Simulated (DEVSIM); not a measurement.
**Si p-i-n diode**

System: Si p-i-n diode, at 300 K.

| layer (left to right) | material | thickness (μm) | Nd (cm⁻³) | Na (cm⁻³) | τn (s) | τp (s) |
|---|---|---|---|---|---|---|
| 1 | Si | 1.20 | - | 1.9e17 | 0.00014 | 0.00014 |
| 2 | Si | 2.00 | 2.8e12 | - | 0.00014 | 0.00014 |
| 3 | Si | 3.70 | 3.3e18 | - | 0.00014 | 0.00014 |

Left contact: ohmic. Right contact: ohmic. Voltage is applied to the left contact. Recombination: SRH at mid-gap, radiative. Mobility is μmin + (μ − μmin)/(1 + (N/Nref)^α).

This is a model device: material constants are rounded textbook-type values typed into the input, and sizes, dopings and lifetimes were drawn at random. Values at 300 K.

| parameter | Si |
|---|---|
| gap (eV) | 1.124 |
| affinity (eV) | 4.05 |
| permittivity | 11.7 |
| Nc (cm⁻³) | 2.86e19 |
| Nv (cm⁻³) | 3.1e19 |
| μn (cm²/Vs) | 1417 |
| μp (cm²/Vs) | 470 |
| μn,min | 52 |
| μp,min | 45 |
| Nref,n | 9.7e16 |
| Nref,p | 2.2e17 |
| αn | 0.68 |
| αp | 0.72 |
| B (cm³/s) | 4.7e-15 |

DEVSIM, 1D drift-diffusion, Boltzmann statistics, complete ionisation; no tunnelling, impact ionisation, image-force lowering or self-heating.

| Item | Result |
|---|---|
| Potential step across the device at zero bias | 0.936 V |
| Dark forward voltage at 1 A/cm² | 0.650 V |
| Dark forward voltage at 100 A/cm² | 0.772 V |

Dark reverse current:

```csv
V (V),J (A/cm²)
-0.40,-4.9e-10
-1.00,-7.4e-10
-2.00,-9.1e-10
-3.00,-1.0e-9
-4.00,-1.0e-9
-6.00,-1.1e-9
-8.00,-1.1e-9
-10.00,-1.2e-9
-13.00,-1.2e-9
-16.00,-1.2e-9
-20.00,-1.2e-9
```

Small-signal capacitance in reverse bias (quasi-static):

```json
[
 {"V (V)": "-0.4", "C (nF/cm²)": "5.62"},
 {"V (V)": "-1", "C (nF/cm²)": "5.43"},
 {"V (V)": "-2", "C (nF/cm²)": "5.30"},
 {"V (V)": "-3", "C (nF/cm²)": "5.25"},
 {"V (V)": "-4", "C (nF/cm²)": "5.22"},
 {"V (V)": "-6", "C (nF/cm²)": "5.18"},
 {"V (V)": "-8", "C (nF/cm²)": "5.16"},
 {"V (V)": "-10", "C (nF/cm²)": "5.14"},
 {"V (V)": "-13", "C (nF/cm²)": "5.13"},
 {"V (V)": "-16", "C (nF/cm²)": "5.11"},
 {"V (V)": "-20", "C (nF/cm²)": "5.09"}
]
```
